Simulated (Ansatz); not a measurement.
BP: biaxial strain −2.50 %, plane normal [111], relaxed out of plane

The reference is BP in the zinc blende structure (space group F-43m, No. 216; a = 4.537 Å). Axes: x, y, z lie along the cube axes.

The change: biaxial strain −2.50 %, plane normal [111], relaxed out of plane (Cartesian); in-plane vectors clamped, the third vector and the atoms free.

Computed with Kohn–Sham DFT with the r2SCAN functional, run in Ansatz (an electronic-structure program) with PAW and 500 eV plane waves, no SOC. Γ-centred 12×12×12 mesh, Fermi–Dirac width 0.05 eV.

```csv
quantity,base,changed,shift
space group,F-43m (No. 216),R3m (No. 160),–
energy relative to the base (free energy F),0 meV/atom,+22 meV/atom,+22 meV/atom
"pressure (mean of the normal stresses, compression positive)",0.00 GPa,8.59 GPa,+8.596 GPa
band gap,1.41 eV,1.19 eV,-0.22 eV
gap character,–,"indirect, Γ → F–Γ (11 % along)",–
smallest direct gap,3.60 eV,3.17 eV,-0.43 eV
"valence-band top at Γ (three highest levels, from the VBM)","0.00, 0.00, 0.00 eV","0.00, 0.00, -0.32 eV",–
out-of-plane strain,–,+0.46 %,–
ratio −ε⊥/ε∥,–,0.19,–
```

Final structure (turned so that z lies along the plane normal):

```yaml
crystal:
  lattice:
    - [3.12764, 0.00000, 0.00000]
    - [1.56382, 2.70861, 0.00000]
    - [1.56382, -0.90287, 2.63135]
  atoms:
    - { symbol: B, position: [0.99828, 0.00086, 0.00259] }
    - { symbol: P, position: [0.50172, 0.24914, 0.74741] }
```

Cost of the whole job for the changed cell (relaxation, final SCF and bands): roughly 18 core-seconds.

Stability against distortions was not tested. Labels are those of the standard path for the cell's own space group.
